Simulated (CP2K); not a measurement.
Input and output of a self-consistent single point for Bi (R-3m, 2 atoms in the cell) (CP2K).

Level of theory: CP2K with PBEsol, GPW, DZVP-MOLOPT-SR-GTH basis, GTH-PBE potentials (GTH_POTENTIALS).

```xyz
2
Lattice="4.7465 0.0000 0.0000 2.5657 3.9933 0.0000 2.5657 1.4012 3.7394" Properties=species:S:1:pos:R:3 pbc="T T T"
Bi     2.3115     1.2623     0.8750
Bi     7.5666     4.1322     2.8644
```

Reference input (self-consistent single point, DFT PBE, GPW, DZVP-MOLOPT-SR-GTH basis, GTH-PBE potentials (GTH_POTENTIALS)): CUTOFF = 400 Ry; REL_CUTOFF = 50 Ry; SMEAR/METHOD = FERMI_DIRAC; ELECTRONIC_TEMPERATURE = 1160.45 K; KPOINTS/SCHEME = MONKHORST-PACK 6 6 6; GAMMA_CENTERED = T; XC_FUNCTIONAL = PBE; Bi/BASIS_SET = DZVP-MOLOPT-SR-GTH-q5; Bi/POTENTIAL = GTH-PBE-q5; METHOD = GPW; EPS_DEFAULT = 1e-10; NGRIDS = 4. This run's input differs from it in these lines:

```diff
@@ -44,3 +44,6 @@
     &XC
-      &XC_FUNCTIONAL PBE
+      &XC_FUNCTIONAL
+        &PBE
+          PARAMETRIZATION PBESOL
+        &END PBE
       &END XC_FUNCTIONAL
```

The program printed (abridged):

```
 SCF WAVEFUNCTION OPTIMIZATION

  Step     Update method      Time    Convergence         Total energy    Change
     1 NoMix/Diag. 0.20E+00      -     0.35179799       -11.1006931392 -1.11E+01
     2 Broy./Diag. 0.20E+00      -     0.00117620       -11.1781267743 -7.74E-02
     3 Broy./Diag. 0.20E+00      -     0.00728320       -11.0766770934  1.01E-01
     4 Broy./Diag. 0.20E+00      -     0.00025420       -11.0656731227  1.10E-02
     5 Broy./Diag. 0.20E+00      -     0.00102085       -11.0526206814  1.31E-02
     6 Broy./Diag. 0.20E+00      -     0.00001595       -11.0513665781  1.25E-03
     7 Broy./Diag. 0.20E+00      -     0.00005256       -11.0513872554 -2.07E-05
     8 Broy./Diag. 0.20E+00      -     0.00000270       -11.0513454866  4.18E-05
     9 Broy./Diag. 0.20E+00      -     0.00000621       -11.0513807690 -3.53E-05
    10 Broy./Diag. 0.20E+00      -     0.00000018       -11.0513829122 -2.14E-06
  *** SCF run converged in    10 steps ***

  Overlap energy of the core charge distribution:               0.00000000014461
  Self energy of the core charge distribution:                -23.31361915486596
  Core Hamiltonian energy:                                      4.54780694482295
  Hartree energy:                                              10.39475537358676
  Exchange-correlation energy:                                 -2.67996369163759
  Electronic entropic energy:                                  -0.00036238437529
  Fermi energy:                                                 0.15452295897485

  Total energy:                                               -11.05138291217248
  Total energy (extrapolated to T->0):                        -11.05120171998483

   [... lines left out ...]

 STRESS| Analytical stress tensor [bar]
 STRESS|                        x                   y                   z
 STRESS|      x        9.98578270188E+03   2.14632031095E+02   1.48783468629E+02
 STRESS|      y        2.14632031095E+02   9.71009605854E+03   8.12894571803E+01
 STRESS|      z        1.48783468629E+02   8.12894571803E+01   9.64911143076E+03
 STRESS| 1/3 Trace                                             9.78166339706E+03
```

The run converged in 10 iterations. Against the reference run the pressure goes from 1.89 to 0.98 GPa and the largest force goes from 0.034 to 0.111 eV/Å.

The starting cell has typed, rounded lattice constants, without a prior relaxation at this level. Values carry the incompleteness of an atom-centred basis. The potentials were made for another functional than the one used.
